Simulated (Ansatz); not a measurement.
A periodic model of amorphous Hf18O41Nb2:

```xyz
61
Lattice="9.8174 0.1715 0.0097 0.1715 9.1374 0.1427 0.0097 0.1427 8.8454" Properties=species:S:1:pos:R:3 pbc="T T T"
Hf     7.2868     6.4447     0.1361
Hf     0.8744     3.7926     5.3513
Hf     0.6347     7.9888     0.7127
Hf     4.1680     2.8086     6.4936
Hf     4.2564     8.4554     5.6158
Hf     4.4298     5.2931     3.6191
Hf     8.0263     4.4097     2.6848
Hf     1.9549     4.3717     1.5928
Hf     5.6182     3.6084     0.4698
Hf     1.9997     0.8235     3.4049
Hf     9.1713     3.0428     8.8063
Hf     9.2368     7.5858     6.4296
Hf     5.8828     1.8055     3.8172
Hf     1.2380     6.7833     3.6776
Hf     4.1649     7.0983     0.8172
Hf     6.8077     0.4896     7.6106
Hf     7.3992     4.3420     5.8843
Hf     7.0628     7.5687     3.6182
O      3.7853     6.2634     5.3303
O      5.4328     5.6087     0.1067
O      5.9752     8.2535     8.9028
O      6.0608     7.8128     5.3120
O      9.1994     3.7010     6.8689
O      0.8660     8.6314     2.6498
O      1.1054     7.4406     7.6486
O      2.2569     8.2580     4.8039
O      7.8783     6.3288     2.0950
O      1.4093     3.3964     8.6878
O      6.5194     5.2817     4.2239
O      6.7959     0.2951     2.9301
O      7.6858     4.3878     0.4301
O      5.2692     1.0151     6.2942
O      9.0092     4.6118     4.4329
O      2.7695     8.7447     0.7222
O      0.6716     6.1466     1.6408
O      2.6187     4.2201     6.5219
O      2.9947     6.5272     2.5100
O      1.0934     2.0044     4.6160
O      3.7825     7.6425     7.4432
O      8.5885     8.1914     8.7376
O      2.6462     1.4219     6.9374
O      0.3525     0.9082     0.0155
O      1.8734     4.6366     3.6675
O      8.3778     9.3426     6.4277
O      5.3557     6.9412     2.5586
O      9.6706     3.5760     1.8671
O      2.3837     2.1136     1.8819
O      4.0124     0.7309     3.9173
O      6.4382     3.1060     2.3299
O      4.5226     3.3685     4.5775
O      9.0306     7.4466     4.4006
O      5.7943     3.8930     7.1205
O      0.9925     6.0024     5.7054
O      4.0767     4.2108     1.8647
O      7.2499     2.5975     4.9609
O      2.7876     5.7535     8.8241
O      4.2011     2.4598     8.6590
O      7.2928     2.0614     8.6624
O      7.8980     6.2019     7.0098
Nb     2.3309     1.6139     8.8026
Nb     2.5704     6.1917     6.9568
```

These are PBE, scalar-relativistic without spin-orbit coupling (plane waves to 420 eV, PAW; Ansatz, a first-principles code) values and carry that method's errors.

It comes from a melt-quench run on a machine-learned potential (CHGNet), relaxed afterwards by DFT. O atoms were pushed apart under 1.9 Å during the dynamics, to hinder bonds among them. The hot cell started wider than the set density and was brought back towards it in steps. It is the lowest in DFT energy of 2 quenches. It is a model cell: composition and starting density were chosen by hand, and all elements were melted together. No dispersion term was used. Its density started from a set value of 8.49 and ended at 8.49 g/cm³. The quench (nominally 300 K/ps over its main leg) was far faster than any real one, so the model tends to hold more defects than a real film. A cell of this size samples the disorder only roughly. The volume was held where the preparation left it and the shape relaxed, at a PBE pressure of 1.5 GPa. Stress components on the final sampling reach 1.6 GPa.

Cut-offs for bonds: Hf-Hf 3.34 Å, Hf-O 2.76 Å, Hf-Nb 3.23 Å, O-O 1.58 Å, O-Nb 2.53 Å, Nb-Nb 3.12 Å. Two cations that share two anions don't count as bonded, nor two that share one unless they lie closer than Hf-Hf 3.25 Å, Hf-Nb 3.15 Å, Nb-Nb 3.04 Å.

Task: Give the coordination numbers, mean bond lengths and angles.

Result: 
```yaml
Mean coordination of Hf by anions: 6.22 (2 with 5, 11 with 6, 4 with 7, 1 with 8)
Mean coordination of O: 3.02 (6 with 2, 28 with 3, 7 with 4)
Mean coordination of Nb by anions: 6.00 (2 with 6)
Mean Hf-O bond: 2.138 Å (spread 0.133 Å, 112 counted)
Mean O-Nb bond: 2.003 Å (spread 0.048 Å, 12 counted)
Bond angle at Hf: mean 102.8°, spread 29.4°
Bond angle at O: mean 114.7°, spread 16.9°
Bond angle at Nb: mean 104.0°, spread 28.4°
```

Task: List the pairs of like atoms that count as bonded by the rules above.

Result: There are none by these rules.
